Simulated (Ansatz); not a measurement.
Take TiO2 in the rutile structure (space group P4_2/mnm, No. 136) as the base.

```yaml
crystal:
  lattice:
    - [4.59117, 0.00000, 0.00000]
    - [0.00000, 4.59117, 0.00000]
    - [0.00000, 0.00000, 2.93906]
  atoms:
    - { symbol: Ti, position: [0.00000, 0.00000, 0.00000] }
    - { symbol: Ti, position: [0.50000, 0.50000, 0.50000] }
    - { symbol: O, position: [0.30444, 0.30444, 0.00000] }
    - { symbol: O, position: [0.80444, 0.19556, 0.50000] }
    - { symbol: O, position: [0.19556, 0.80444, 0.50000] }
    - { symbol: O, position: [0.69556, 0.69556, 0.00000] }
```

All numbers come from PBEsol in Ansatz (plane waves to 420 eV, PAW, no spin-orbit coupling).

One change was made to it. Results:

```csv
quantity,base,after
lattice parameter a,8.676 bohr,8.672 bohr
"valence-band top at Γ (three highest levels, from the VBM)","0.00, -0.45, -0.45 eV","0.00, -0.45, -0.45 eV"
band gap,1.87 eV,1.87 eV
gap character,direct at Γ,direct at Γ
```

Question: Which of these changes matches the shifts?
A) pressure 0.3 GPa
B) pressure −1 GPa
C) pressure 1.5 GPa
D) pressure −2 GPa

Answer: A, pressure 0.3 GPa. For comparison, the lattice parameter a in the other runs: pressure 1.5 GPa gives 8.653 bohr; pressure −2 GPa gives 8.709 bohr; pressure −1 GPa gives 8.692 bohr.

Load acts through the strain it causes; cell and atoms are relaxed under it. Whether these cells are dynamically stable was not tested. The final runs are not spin-polarised.

Ansatz is a quantum-chemistry and plane-wave program.
